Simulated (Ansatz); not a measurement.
The starting structures come from a database of crystals and need not be the phases stable at ambient conditions.

Input:

```xyz
2
Lattice="3.6543 0.0000 0.0000 -1.8271 3.1647 0.0000 1.8271 -1.0549 2.9837" Properties=species:S:1:pos:R:3 pbc="T T T"
Be     0.0000     0.0000     0.0000
Se     0.0000     2.1098     0.7459
```

Space group of this cell: F-43m, zinc blende. The cell is taken as given; by PBEsol its mean pressure is -1.7 GPa.

Method: PBEsol (plane waves, PAW; Ansatz, a first-principles code).

The current runs along the normal of the first two printed vectors; no spin-orbit coupling. Scaled by the factor s: the length along the current (ions clamped). Meshes 10×10×10 and 12×12 across the current in all rows.

```
s     mean pressure (GPa)  band gap (eV)
----  -------------------  -------------
0.97                  0.7           2.37
1.00                 -1.7           2.51
1.03                 -3.7              ?
```

Take the slope of the band gap against ln s from the two given rows, extrapolate to s = 1.03, and say what the run there gives.

Slope = (2.37 − 2.51) / ln 0.97 = 4.60 eV. The line gives 2.51 + (4.60) × ln 1.03 = 2.65 eV. The run gives 2.53 eV, 0.12 eV under the line, 85 % of the predicted step.
